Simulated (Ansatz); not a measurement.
The starting structures come from a database of crystals and need not be the phases stable at ambient conditions.

The decay constant κ of evanescent states in the gap governs leakage through a thin film.

Here is the system:

```
CELL_PARAMETERS angstrom
      6.41773     0.00000     0.00000
      2.80483     8.01543     0.00000
     -2.30187    -1.44026     5.81500
ATOMIC_POSITIONS crystal
  Ba 0.10085 0.25000 0.10085
  Ba 0.89915 0.75000 0.89915
  H  0.77391 0.04533 0.59421
  H  0.22609 0.95467 0.40579
  H  0.59421 0.45467 0.77391
  H  0.40579 0.54533 0.22609
  H  0.61465 0.12797 0.75741
  H  0.38535 0.87203 0.24259
  H  0.75741 0.37203 0.61465
  H  0.24259 0.62797 0.38535
  Br 0.68894 0.15113 0.25692
  Br 0.31106 0.84887 0.74308
  Br 0.25692 0.34887 0.68894
  Br 0.74308 0.65113 0.31106
  O  0.77008 0.05731 0.75152
  O  0.22992 0.94269 0.24848
  O  0.75152 0.44269 0.77008
  O  0.24848 0.55731 0.22992
```

Space group of this cell: C2/c. The cell is taken as given; by r2SCAN its mean pressure is -1.8 GPa.

Transport runs along the normal of the first two printed cell vectors.

The gap is the functional's own, uncorrected, and κ follows it; spin-orbit coupling is left out. Mid-gap values are interpolated between the computed energies.

Q: Compute, with r2SCAN run with Ansatz (a first-principles code), the band gap and the smallest decay constant κ at mid-gap.

A: Gap 5.00 eV on a 6×4×6 mesh; κ = 0.348 1/Å, at the zone centre.
